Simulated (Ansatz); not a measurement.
Crystal: SnPbF4 (P4/nmm, not sure to be the ambient phase, 12 atoms a cell, 16.5 Å³ an atom, -2 GPa at this level); planes in its conventional cell.

The numbers are results of r2SCAN (plane waves, PAW; Ansatz, a quantum-chemistry and plane-wave program), not measurements.

No gap correction and no spin-orbit coupling; mid-gap values are interpolated between computed energies.

```json
[
 {"plane": "(110)", "area of the cell (Å²)": "64.2", "mid-gap κ (1/Å)": "0.32", "largest κ in the gap (1/Å)": "0.32"},
 {"plane": "(111)", "area of the cell (Å²)": "67.0", "mid-gap κ (1/Å)": "___", "largest κ in the gap (1/Å)": "___"},
 {"plane": "(100)", "area of the cell (Å²)": "45.4", "mid-gap κ (1/Å)": "___", "largest κ in the gap (1/Å)": "___"}
]
```

Q: The slowest decay depends on the direction. Supply the withheld values.

A: 
- (111), mid-gap κ (1/Å): 0.33
- (111), largest κ in the gap (1/Å): 0.34
- (100), mid-gap κ (1/Å): 0.37
- (100), largest κ in the gap (1/Å): 0.38
